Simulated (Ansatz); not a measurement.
# Response to strain in SiO2

Consider SiO₂ in the rutile structure (space group P4_2/mnm, No. 136; a = 4.1549 Å, c = 2.6615 Å). Axes: x, y, z lie along a, b, c of the conventional cell.

Strains are applied to the cell and any free atomic positions relax.

The values are results of LDA/PAW in Ansatz (an electronic-structure program), no SOC, not measurements.

Candidates:
(a) uniaxial strain ε_zz = −1.20 %
(b) uniaxial strain ε_zz = −1.80 %
(c) uniaxial strain ε_zz = −3.00 %
(d) uniaxial strain ε_zz = −2.40 %

For the base:

```
Quantity   Result
--------  -------
Band gap  5.81 eV
```

Task: Order them by band gap, highest first.

Result: (c) uniaxial strain ε_zz = −3.00 % (6.45 eV), (d) uniaxial strain ε_zz = −2.40 % (6.33 eV), (b) uniaxial strain ε_zz = −1.80 % (6.20 eV), (a) uniaxial strain ε_zz = −1.20 % (6.07 eV)

No phonon test of stability was made.
